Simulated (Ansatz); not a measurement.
# Point defect O interstitial started as a split pair with O in metastable alpha Ga2O3

All values below come from PBE, PAW (plane waves to 420 eV; Ansatz, a program for electronic structure). A supercell of 120 sites (2×2×1 repeats of a cell of 30 atoms) was used; the energies come from a 2×2×2 Γ-centred sampling of its zone. Site at the start: split with O. Energies of charged states are corrected for periodic images (point charge plus alignment at distant sites). Dielectric constants: PBE linear response of the host. Host gap at this level: 2.40 eV. A cell of this size leaves errors of a few tenths of an eV. PBE underestimates the host's gap, which shifts levels and can delocalise carriers. Spin–orbit coupling is left out. Each state is the lowest found from its start.

Formation energies E_f are given with the Fermi level at the valence-band maximum. Chemical conditions: Ga-rich (Δμ(O) = -2.99 eV; only phases computed here count, gases as isolated molecules at 0 K); O-rich (Δμ(O) = 0.00 eV; only phases computed here count, gases as isolated molecules at 0 K). Reference phases: O: O2 molecule in a box.

The name describes the start; the neighbours show where the atoms ended.

Charges with a result: +1, 0, −1, −2. Others weren't obtained, and one of them could lie lower, also by skipping a charge.

| charge | moment (μB) | point group | largest move off a lattice site (Å) | neighbours of the last O atom of the defect at the end (Å) | image correction with alignment (eV) | E_f, Ga-rich (eV) | E_f, O-rich (eV) | above the lowest spin state (eV) |
|---|---|---|---|---|---|---|---|---|
| +1 | 1.0 | C1 | 0.43 | O 1.35, Ga 1.89 | 0.19 | 5.33 | 2.34 | 0.00 |
| 0 | not spin-polarised | C2 | 0.18 | O 1.48, Ga 1.94, Ga 2.07, O 2.38, Ga 2.43 | 0.00 | 5.92 | 2.93 | 0.00 |
| 0 | 0.0 | C2 | 0.18 | O 1.48, Ga 1.94, Ga 2.07, O 2.38, Ga 2.43 | 0.00 | 5.92 | 2.93 | 0.00 |
| −1* | quenched | C2 | 0.19 | O 1.48, Ga 1.94, Ga 2.07, O 2.38, Ga 2.44 | – | – | – | 0.00 |
| −2* | not spin-polarised | C2 | 0.19 | O 1.48, Ga 1.94, Ga 2.08, O 2.38, Ga 2.44 | – | – | – | 0.00 |

* At this level the carrier isn't localised at the defect: at charge −1 electrons occupy the conduction band; at charge −2 electrons occupy the conduction band. Such a state is shallow or no state of the defect, and this cell gives it no level.

Point groups are those of the whole cell at tolerances of 0.03 and 0.1 Å ("near" where only the looser one holds); none is given for unsettled states.

Starting moments that weren't kept: charge 0 began with 2 μB and ended with 0.0; charge −1 began with 1 μB and ended with 0.0.

No other site or start that was run ended lower by more than 0.1 eV.

Transition levels above the valence-band maximum: ε(+1/0) = 0.59 eV. On the lower envelope of the bound states, inside the gap: (+1/0) at 0.59 eV.

Flagged in the runs: a host whose relaxation on this sampling wasn't shown to rest.
